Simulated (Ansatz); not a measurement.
Given:

```
CELL_PARAMETERS angstrom
      2.82378     1.63031     4.57661
     -2.82378     1.63031     4.57661
      0.00000    -3.26062     4.57661
ATOMIC_POSITIONS crystal
  La 0.53679 0.53679 0.53679
  La 0.03679 0.03679 0.03679
  W  0.78547 0.78547 0.78547
  W  0.28547 0.28547 0.28547
  N  0.00036 0.10328 0.55579
  N  0.55579 0.00036 0.10328
  N  0.10328 0.55579 0.00036
  N  0.05579 0.60328 0.50036
  N  0.60328 0.50036 0.05579
  N  0.50036 0.05579 0.60328
```

Method: PBEsol with spin-orbit coupling, rigid bands (plane waves, PAW; Ansatz, a first-principles code). Condition of this run: spin-orbit coupling switched on. Geometry: cell and atoms relaxed with PBEsol.

Problem. What conductivity effective mass do dilute holes have at 300 K?

Solution. 1.50 mₑ.

Problem. Predict the electron conductivity mass (n e² τ/σ) at 300 K, by direction if it differs.

Solution. 1.17 (x), 1.17 (y), 0.95 (z) mₑ.

Problem. And the band gap?

Solution. 0.93 eV at this level; semilocal functionals usually fall short of the measured gap.

Rigid bands, one relaxation time for all states, no polarons.

Computed structure with no diffraction record at hand here (it may be known, metastable or hypothetical): LaWN3 (R3c).
